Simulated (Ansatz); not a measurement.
# A computed series for Ta2O5: pressure series

Start from Ta₂O₅ (space group Pmmn, No. 59; a cell from a computed database, its experimental status unchecked).

```yaml
crystal:
  lattice:
    - [3.83841, 0.00000, 0.00000]
    - [0.00000, 12.99310, 0.00000]
    - [0.00000, 0.00000, 3.86860]
  atoms:
    - { symbol: Ta, position: [0.00000, 0.14617, 0.02128] }
    - { symbol: Ta, position: [0.00000, 0.85383, 0.02128] }
    - { symbol: Ta, position: [0.50000, 0.35383, 0.97872] }
    - { symbol: Ta, position: [0.50000, 0.64617, 0.97872] }
    - { symbol: O, position: [0.50000, 0.18516, 0.00198] }
    - { symbol: O, position: [0.50000, 0.81484, 0.00198] }
    - { symbol: O, position: [0.00000, 0.31484, 0.99802] }
    - { symbol: O, position: [0.00000, 0.68516, 0.99802] }
    - { symbol: O, position: [0.00000, 0.85058, 0.50732] }
    - { symbol: O, position: [0.00000, 0.14942, 0.50732] }
    - { symbol: O, position: [0.50000, 0.64942, 0.49268] }
    - { symbol: O, position: [0.50000, 0.35058, 0.49268] }
    - { symbol: O, position: [0.50000, 0.50000, 0.99543] }
    - { symbol: O, position: [0.00000, 0.00000, 0.00457] }
```

Cell and atoms are relaxed at each pressure.

Level of theory: Kohn–Sham DFT with the PBEsol functional, run in Ansatz (an electronic-structure program) with PAW and 420 eV plane waves, no spin-orbit coupling.

Candidates:
(a) pressure 7.5 GPa
(b) pressure −2 GPa
(c) pressure 0.3 GPa
(d) pressure 3 GPa

Base values:

- Smallest direct gap: 2.85 eV

Q: Order them by smallest direct gap, lowest first.

A: (a) pressure 7.5 GPa (2.75 eV), (d) pressure 3 GPa (2.80 eV), (c) pressure 0.3 GPa (2.85 eV), (b) pressure −2 GPa (2.89 eV)

With Ta present, leaving out spin-orbit coupling can change the band edges. Load acts through the strain it causes; cell and atoms are relaxed under it. Whether these cells are dynamically stable was not tested. No other phases were tried under pressure.
